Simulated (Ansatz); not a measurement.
Data:

End structure of the (20-23) surface of hcp Re in its 1x1 cell, outermost plane spacing 0.16 Å in the ideal cut:

```
CELL_PARAMETERS angstrom
      2.77572     0.00000     0.00000
     -1.38786    11.50325     0.00000
      0.00000     0.00000    26.50000
ATOMIC_POSITIONS crystal
  Re 0.81028 0.62046 0.30842
  Re 0.92177 0.84352 0.31286
  Re 0.51915 0.03839 0.34079
  Re 0.63613 0.27141 0.34622
  Re 0.23487 0.46940 0.37003
  Re 0.35424 0.70841 0.38227
  Re 0.95124 0.90240 0.40848
  Re 0.06937 0.13841 0.41559
  Re 0.66776 0.33534 0.43999
  Re 0.78618 0.57223 0.44887
  Re 0.38595 0.77189 0.48071
  Re 0.50367 0.00729 0.48602
  Re 0.10331 0.20667 0.51398
  Re 0.22103 0.44207 0.51929
  Re 0.82080 0.64174 0.55113
  Re 0.93922 0.87862 0.56001
  Re 0.53761 0.07555 0.58441
  Re 0.65574 0.31156 0.59152
  Re 0.25274 0.50555 0.61773
  Re 0.37212 0.74456 0.62997
  Re 0.97085 0.94255 0.65378
  Re 0.08783 0.17557 0.65921
  Re 0.68521 0.37044 0.68714
  Re 0.79670 0.59350 0.69158
```

Model: 24-atom slab, 10.5 Å thick at the start (thin: gaps and levels are the slab's own), 14x4x1 mesh, Fermi-Dirac 0.1 eV, dipole correction, all atoms relaxed; held to the part of the start's symmetry that mesh and held atoms allow; no spin, no spin-orbit, no U.

Question: What is the computed surface energy (mean of both faces) (PBE (Ansatz, a program for electronic structure))?

Answer: 3.42 J/m²

Question: What is the computed work function of the top face (PBE)?

Answer: 4.78 eV
